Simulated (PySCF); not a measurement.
PySCF 2.14.0, unrestricted HF/def2-svp, df: 1,1,1-trifluoroethane anion (CC(F)(F)F), charge -1, multiplicity 2, 8 atoms. The geometry is a generated start, not checked to be a minimum at this level.

| Quantity | Value |
|---|---|
| task | energy |
| method | hf |
| basis | def2-svp |
| two-electron scheme | density fitting |
| mol.max_memory | 3000 MB |
| mf.max_cycle | 100 |
| mf.conv_tol | 1e-09 (default) |
| basis functions | 85 |

```xyz
8

C      0.7963    -0.1560     0.0242
C     -0.6821     0.1341    -0.0187
F     -1.3226    -0.6218    -0.9255
F     -0.9428     1.4119    -0.3392
F     -1.2828    -0.0928     1.1573
H      0.9462    -1.2005     0.2868
H      1.2630     0.4820     0.7701
H      1.2248     0.0430    -0.9550
```

Charge -1 and multiplicity 2 are set for this test and not shown to be the ground state.

With the defaults (mf.init_guess = minao, mf.diis = true, mf.damp = 0, mf.diis_start_cycle = 1, mf.DIIS = CDIIS, mf.diis_space = 8) it converges in 16 Fock builds. One run each on 2 threads, 1 BLAS thread, with these changes:
- mf.init_guess = 1e
- mf.init_guess = atom
- mf.diis = false, mf.damp = 0.7, mf.diis_start_cycle = 999
- mf.init_guess = huckel
- mf.init_guess = sap
- mf.diis_space = 3
- mf.DIIS = ADIIS
- mf.init_guess = mod_huckel
- mf.diis_space = 20

Which of these changes keep the SCF from converging, or lead it to another solution?

All converge. Another solution: mf.init_guess = huckel (1400 meV higher); mf.init_guess = mod_huckel (1400 meV higher). The rest reach the solution of the defaults.

| setting | Fock builds | end |
|---|---|---|
| mf.init_guess = sap | 14 | same solution |
| the defaults | 16 | same solution |
| mf.init_guess = atom | 16 | same solution |
| mf.diis_space = 3 | 16 | same solution |
| mf.diis_space = 20 | 16 | same solution |
| mf.DIIS = ADIIS | 20 | same solution |
| mf.init_guess = 1e | 21 | same solution |
| mf.diis = false, mf.damp = 0.7, mf.diis_start_cycle = 999 | 51 | same solution |
| mf.init_guess = huckel | 29 | other solution, 1400 meV higher |
| mf.init_guess = mod_huckel | 29 | other solution, 1400 meV higher |
